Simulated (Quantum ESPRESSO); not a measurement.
Input and output of a self-consistent single point for Mg16Al12Cd (Cm, 29 atoms in the cell) (Quantum ESPRESSO).

Computed with LDA (PZ), GBRV 1.5 ultrasoft (LDA) pseudopotentials (plane waves; Quantum ESPRESSO).

```yaml
crystal:
  lattice:
    - [5.26757, -7.40939, 0.00000]
    - [5.26757, 7.40939, 0.00000]
    - [-5.19896, 0.00000, 7.48740]
  atoms:
    - { symbol: Mg, position: [0.99911, 0.99911, 0.34226] }
    - { symbol: Mg, position: [0.68744, 0.68744, 0.29027] }
    - { symbol: Mg, position: [0.99782, 0.99782, 0.99814] }
    - { symbol: Mg, position: [0.65268, 0.65268, 0.66152] }
    - { symbol: Mg, position: [0.59977, 0.32011, 0.00016] }
    - { symbol: Mg, position: [0.32011, 0.59977, 0.00016] }
    - { symbol: Mg, position: [0.71502, 0.40116, 0.40008] }
    - { symbol: Mg, position: [0.40116, 0.71502, 0.40008] }
    - { symbol: Mg, position: [0.31463, 0.99837, 0.60080] }
    - { symbol: Mg, position: [0.99837, 0.31463, 0.60080] }
    - { symbol: Mg, position: [0.34617, 0.99769, 0.99585] }
    - { symbol: Mg, position: [0.99769, 0.34617, 0.99585] }
    - { symbol: Mg, position: [0.68181, 0.28955, 0.68442] }
    - { symbol: Mg, position: [0.28955, 0.68181, 0.68442] }
    - { symbol: Mg, position: [0.00197, 0.60105, 0.31717] }
    - { symbol: Mg, position: [0.60105, 0.00197, 0.31717] }
    - { symbol: Al, position: [0.36712, 0.36712, 0.17975] }
    - { symbol: Al, position: [0.18204, 0.18204, 0.81949] }
    - { symbol: Al, position: [0.82034, 0.63716, 0.00548] }
    - { symbol: Al, position: [0.63716, 0.82034, 0.00548] }
    - { symbol: Al, position: [0.00039, 0.81407, 0.63366] }
    - { symbol: Al, position: [0.81407, 0.00039, 0.63366] }
    - { symbol: Al, position: [0.36664, 0.17964, 0.36174] }
    - { symbol: Al, position: [0.17964, 0.36664, 0.36174] }
    - { symbol: Al, position: [0.18809, 0.81915, 0.18608] }
    - { symbol: Al, position: [0.81915, 0.18809, 0.18608] }
    - { symbol: Al, position: [0.00253, 0.63265, 0.81679] }
    - { symbol: Al, position: [0.63265, 0.00253, 0.81679] }
    - { symbol: Cd, position: [0.38583, 0.38583, 0.70411] }
```

Reference input (self-consistent single point, DFT, LDA (PZ), plane waves, GBRV 1.5 ultrasoft (LDA) pseudopotentials): ecutwfc = 40 Ry; ecutrho = 200 Ry; occupations = smearing; smearing = gauss; degauss = 0.0073499 Ry; potentials = {Mg: mg_lda_v1.4.uspp.F.UPF, Al: al_lda_v1.uspp.F.UPF, Cd: cd_lda_v1.uspp.F.UPF}; K_POINTS = automatic 3 3 3 0 0 0; conv_thr = 1e-10 Ry; mixing_beta = 0.7. This run's input differs from it in these lines:

```diff
@@ -11,4 +11,4 @@
   ntyp = 3
-  ecutwfc = 40
-  ecutrho = 200
+  ecutwfc = 24
+  ecutrho = 120
   occupations = 'smearing'
```

Output (repeated stretches shortened):

```
     Self-consistent Calculation

     iteration #  1     ecut=    24.00 Ry     beta= 0.70

     negative rho (up, down):  1.406E-02 0.000E+00

     total energy              =   -2192.13675170 Ry
     estimated scf accuracy    <       3.89819589 Ry

     iteration #  2     ecut=    24.00 Ry     beta= 0.70

     negative rho (up, down):  1.444E-02 0.000E+00

     total energy              =   -2192.54081442 Ry
     estimated scf accuracy    <       2.91343593 Ry

     iteration #  3     ecut=    24.00 Ry     beta= 0.70

     negative rho (up, down):  1.460E-02 0.000E+00

     total energy              =   -2193.14307486 Ry
     estimated scf accuracy    <       2.37761302 Ry

   [... 12 blocks of this kind left out ...]

     iteration # 16     ecut=    24.00 Ry     beta= 0.70

     negative rho (up, down):  1.472E-02 0.000E+00

     total energy              =   -2193.51079784 Ry
     estimated scf accuracy    <          2.6E-10 Ry

     iteration # 17     ecut=    24.00 Ry     beta= 0.70

     negative rho (up, down):  1.472E-02 0.000E+00
     End of self-consistent calculation

     the Fermi energy is     6.2328 ev

!    total energy              =   -2193.51079784 Ry
     estimated scf accuracy    <          1.3E-11 Ry
     smearing contrib. (-TS)   =      -0.00200735 Ry
     internal energy E=F+TS    =   -2193.50879048 Ry

     convergence has been achieved in  17 iterations

     negative rho (up, down):  1.472E-02 0.000E+00

     Forces acting on atoms (cartesian axes, Ry/au):

     atom    1 type  1   force =     0.00209813    0.00000000   -0.00156270
     atom    2 type  1   force =    -0.00039569    0.00000000   -0.00000579
     atom    3 type  1   force =     0.00052634    0.00000000    0.00034946
     atom    4 type  1   force =    -0.00120346    0.00000000    0.00219539
     atom    5 type  1   force =     0.00105570    0.00109857   -0.00125178
   [... lines left out ...]
     Total force =     0.010196     Total SCF correction =     0.000016
   [... lines left out ...]

     negative rho (up, down):  1.472E-02 0.000E+00
          total   stress  (Ry/bohr**3)                   (kbar)     P=     -424.99
  -0.00288874   0.00000000  -0.00000059         -424.95        0.00       -0.09
   0.00000000  -0.00288780   0.00000000            0.00     -424.81        0.00
  -0.00000059   0.00000000  -0.00289043           -0.09        0.00     -425.20

   JOB DONE.
```

The run converged in 17 iterations. Against the reference run the free energy goes up by 840 meV/atom, the pressure goes from -2.89 to -42.50 GPa and the largest force hardly changes (0.077 to 0.075 eV/Å).

The starting cell comes from a database of computed structures (which also holds hypothetical and non-ambient phases and stackings), without a prior relaxation at this level. At the lowered cutoff the pressure carries the error of an incomplete plane-wave basis.

Cost on one core of a shared machine: roughly 9 min.
